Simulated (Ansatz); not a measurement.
## Response to strain in HgS

Take HgS (space group P3_221, No. 154; a = 4.465 Å, c = 9.758 Å; made of chains) as the base.

Strains are applied to the cell and any free atomic positions relax.

Computed with PBE (Ansatz, a program for electronic structure), no SOC.

Computed cases, in order: the unstrained base; isotropic strain +1.06 %; isotropic strain +1.15 %; isotropic strain +4.80 %; isotropic strain +5.11 %; isotropic strain +5.73 %.

### Question
Between which two neighbouring cases does the gap turn between direct and indirect?

### Answer
Between isotropic strain +1.15 % (1.89 eV, indirect, A → Γ) and isotropic strain +4.80 % (2.01 eV, direct at Γ). The whole series: the unstrained base: 1.83 eV, indirect, Γ–A (67 % along) → Γ; isotropic strain +1.06 %: 1.89 eV, indirect, A → Γ; isotropic strain +1.15 %: 1.89 eV, indirect, A → Γ; isotropic strain +4.80 %: 2.01 eV, direct at Γ; isotropic strain +5.11 %: 2.01 eV, direct at Γ; isotropic strain +5.73 %: 2.01 eV, direct at Γ.

Spin-orbit coupling, missing from the scalar runs, can matter with Hg. Whether these cells are dynamically stable was not tested. No dispersion term is included, though the crystal is made of layers, chains or molecules, so its spacings can come out too wide.
